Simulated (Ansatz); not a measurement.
Given:

```
ZnS
1.0
    3.90315     0.00000     0.00000
    0.00000     3.90315     0.00000
    1.95157    -1.95157     2.57679
S Zn
1 1
Direct
  0.75000   0.75000   0.50000
  0.00000   0.00000   0.00000
```

No spin polarisation.

Computed with PBEsol (Ansatz, a quantum-chemistry and plane-wave program; PAW; 420 eV plane waves; without spin-orbit coupling). Γ-centred 11×11×11 mesh, Fermi–Dirac width 0.05 eV.

What gap character does the calculation give?

Direct at Γ.

What mean in-plane stress (compression positive) does the calculation give?

-2.6 GPa.

What is the computed valence-band top at Γ (three highest levels, from the VBM)?

0.00, -0.21, -0.21 eV.

The cells carry an imposed strain or load. Whether these cells are dynamically stable was not tested. The cell was made from ZnS in the zinc blende structure (space group F-43m, No. 216) by this change: biaxial strain +3.05 %, plane normal [001], relaxed out of plane.
